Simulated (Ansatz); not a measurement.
Cubic perovskite BaZrO3, treated with HSE06 in Ansatz (plane waves, PAW).

Numerical settings: plane-wave cutoff 520 eV, 6×6×6 k mesh, scalar-relativistic PAW data made under PBE.

Computed at the level's own relaxed cell.

```xyz
5
Lattice="4.1920 0.0000 0.0000 0.0000 4.1920 0.0000 0.0000 0.0000 4.1920" Properties=species:S:1:pos:R:3 pbc="T T T"
Ba     0.0000     0.0000     0.0000
Zr     2.0960     2.0960     2.0960
O      2.0960     0.0000     2.0960
O      0.0000     2.0960     2.0960
O      2.0960     2.0960     0.0000
```

**Question.** Give the elastic tensor (Voigt notation, GPa, ions relaxed, in the Cartesian axes of the cell as printed).

**Answer.** 
```
  320.7    87.2    87.2     0.0     0.0     0.0
   87.2   320.7    87.2     0.0     0.0     0.0
   87.2    87.2   320.7     0.0     0.0     0.0
    0.0     0.0     0.0    92.9     0.0     0.0
    0.0     0.0     0.0     0.0    92.9     0.0
    0.0     0.0     0.0     0.0     0.0    92.9
```

Ansatz is a quantum-chemistry and plane-wave program.
